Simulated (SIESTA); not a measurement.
Input and output of a self-consistent single point for LaNi2B2C (I4mm, 6 atoms in the cell) (SIESTA).

Method of the run: GGA PBEsol, numerical atomic orbitals DZP, PseudoDojo PBEsol standard norm-conserving potentials (rewritten from UPF to PSML) (SIESTA 5.4.2).

```
CELL_PARAMETERS angstrom
     -1.87976     1.87976     4.88465
      1.87976    -1.87976     4.88465
      1.87976     1.87976    -4.88465
ATOMIC_POSITIONS crystal
  La 0.00512 0.00512 0.00000
  Ni 0.75000 0.25000 0.50000
  Ni 0.25000 0.75000 0.50000
  B  0.34813 0.34813 0.00000
  B  0.65187 0.65187 0.00000
  C  0.50000 0.50000 0.00000
```

Reference input (self-consistent single point, DFT, GGA PBEsol, numerical atomic orbitals DZP, PseudoDojo PBEsol standard norm-conserving potentials (rewritten from UPF to PSML)): XC.functional = GGA; XC.authors = PBEsol; potentials = PseudoDojo PBEsol standard; PAO.BasisSize = DZP; PAO.EnergyShift = 0.005 Ry; MeshCutoff = 300 Ry; kgrid.MonkhorstPack = 6 6 6; OccupationFunction = FD; ElectronicTemperature = 0.1 eV; MaxSCFIterations = 150; SCF.Mixer.Method = Pulay; SCF.Mixer.Weight = 0.2. This run's input differs from it in these lines:

```diff
@@ -34,8 +34,9 @@
 %block kgrid.MonkhorstPack
-    6   0   0  0.0
-    0   6   0  0.0
-    0   0   6  0.0
+   10   0   0  0.0
+    0  10   0  0.0
+    0   0  10  0.0
 %endblock kgrid.MonkhorstPack
-OccupationFunction           FD
-ElectronicTemperature        0.1 eV
+OccupationFunction           MP
+OccupationMPOrder            0
+ElectronicTemperature        1.0 eV
```

Log, with long lists cut:

```
        iscf     Eharris(eV)        E_KS(eV)     FreeEng(eV)     dDmax    Ef(eV) dHmax(eV)
   scf:    1   -10107.077842   -10314.882285   -10316.857474  1.468935 -4.501507 43.448964
   scf:    2   -10218.042128   -10367.373472   -10368.205230  0.931330 -7.484945 29.123017
   scf:    3   -10415.709503   -10399.077037   -10400.010931  0.209391 -6.822801  8.585153
   scf:    4   -10397.664413   -10401.338818   -10402.613445  0.192733 -6.175728  4.223279
   scf:    5   -10402.327317   -10401.919635   -10403.159335  0.039385 -6.230859  2.336957
   [... 3 lines left out ...]
   scf:    9   -10402.172437   -10402.172092   -10403.356463  0.000946 -6.341280  0.053219
   scf:   10   -10402.176095   -10402.174165   -10403.356593  0.002228 -6.344836  0.006919
   scf:   11   -10402.173282   -10402.173727   -10403.356595  0.000286 -6.344246  0.005624
   scf:   12   -10402.174069   -10402.173898   -10403.356596  0.000094 -6.344566  0.000813
SCF Convergence by DM+H criterion
max |DM_out - DM_in|         :     0.0000935847
max |H_out - H_in|      (eV) :     0.0008127953
SCF cycle converged after 12 iterations

Using DM_out to compute the final energy and forces

siesta: E_KS(eV) =           -10402.1739

siesta: E_KS - E_eggbox =    -10402.1739

siesta: Atomic forces (eV/Ang):
     1   -0.002135   -0.002135   -0.389450
     2    0.001766   -0.001845    0.198042
     3   -0.001845    0.001766    0.198040
     4   -0.002062   -0.002062   -0.898939
     5    0.002013    0.002013    0.986862
     6    0.000092    0.000092   -0.090114
   Tot   -0.002171   -0.002171    0.004441
   Max    0.986862
   Res    0.335017    sqrt( Sum f_i^2 / 3N )
   Max    0.986862    constrained

   [... lines left out ...]
siesta: FreeEng =    -10403.356596
siesta: Cell volume =         69.039510 Ang**3
siesta:          42.85843287         14.12079120  kBar
   [... lines left out ...]
              0.016   0.043   0.015   0.043   0.016

mulliken: Qtot =       57.000

Mulliken Atomic Populations:
Atom #   charge [q] valence [e]  Species
     1     1.274216    9.725784  La
     2     0.792061   17.207939  Ni
     3     0.792037   17.207963  Ni
     4    -1.432796    4.432796  B
     5    -1.439083    4.439083  B
     6     0.013566    3.986434  C
 Total     0.000000
```

The run converged in 12 iterations. Against the reference run the free energy falls by 84.4 meV/atom, the pressure goes from 2.98 to 4.29 GPa and the largest force goes from 1.199 to 0.987 eV/Å.

The starting cell comes from a database of computed structures (which also holds hypothetical and non-ambient phases and stackings), without a prior relaxation at this level. Its lattice was rescaled by up to half a per cent. One atom was moved a little off its site on purpose. Spin polarisation is off. Values carry the incompleteness of an atom-centred basis. With a pressure of about 4 GPa the cell is away from its equilibrium volume at this level.

Cost on one core of a shared machine: roughly 3 min.
